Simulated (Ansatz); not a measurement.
A computed series for hypothetical Pm-3n SrB3C3: pressure series

Consider SrB3C3 (space group Pm-3n, No. 223; a hypothetical phase, not in the database extracts checked).

```yaml
crystal:
  lattice:
    - [4.84274, 0.00000, 0.00000]
    - [0.00000, 4.84274, 0.00000]
    - [0.00000, 0.00000, 4.84274]
  atoms:
    - { symbol: Sr, position: [0.50000, 0.50000, 0.50000] }
    - { symbol: Sr, position: [0.00000, 0.00000, 0.00000] }
    - { symbol: B, position: [0.25000, 0.00000, 0.50000] }
    - { symbol: B, position: [0.50000, 0.25000, 0.00000] }
    - { symbol: B, position: [0.50000, 0.75000, 0.00000] }
    - { symbol: B, position: [0.75000, 0.00000, 0.50000] }
    - { symbol: B, position: [0.00000, 0.50000, 0.75000] }
    - { symbol: B, position: [0.00000, 0.50000, 0.25000] }
    - { symbol: C, position: [0.25000, 0.50000, 0.00000] }
    - { symbol: C, position: [0.00000, 0.25000, 0.50000] }
    - { symbol: C, position: [0.00000, 0.75000, 0.50000] }
    - { symbol: C, position: [0.75000, 0.50000, 0.00000] }
    - { symbol: C, position: [0.50000, 0.00000, 0.75000] }
    - { symbol: C, position: [0.50000, 0.00000, 0.25000] }
```

Cell and atoms are relaxed at each pressure.

Level of theory: PBEsol, PAW, 420 eV (Ansatz, a first-principles code; without spin-orbit coupling).

| pressure (GPa) | volume per atom (Å³/atom) |
|---|---|
| -2 | 8.182 |
| 0 | 8.112 |
| 0.3 | 8.102 |
| 0.7 | 8.089 |
| 1.5 | ? |
| 3 | 8.013 |
| 5 | 7.949 |
| 7.5 | 7.873 |
| 10 | 7.800 |

Problem. Fit the third-order Birch–Murnaghan form P(V) = (3B₀/2)[(V₀/V)^(7/3) − (V₀/V)^(5/3)]·[1 + (3/4)(B₀′ − 4)((V₀/V)^(2/3) − 1)] (squares taken in P) to the rows shown and predict the withheld row.

Solution. Least squares on the printed values gives V₀ = 8.112 Å³/atom, B₀ = 238 GPa, B₀′ = 3.6; this predicts 8.062 Å³/atom, and the run gives 8.062 Å³/atom, in agreement.

Load acts through the strain it causes; cell and atoms are relaxed under it. Stability against distortions was not tested. Competing high-pressure phases were not computed. The final runs are not spin-polarised.
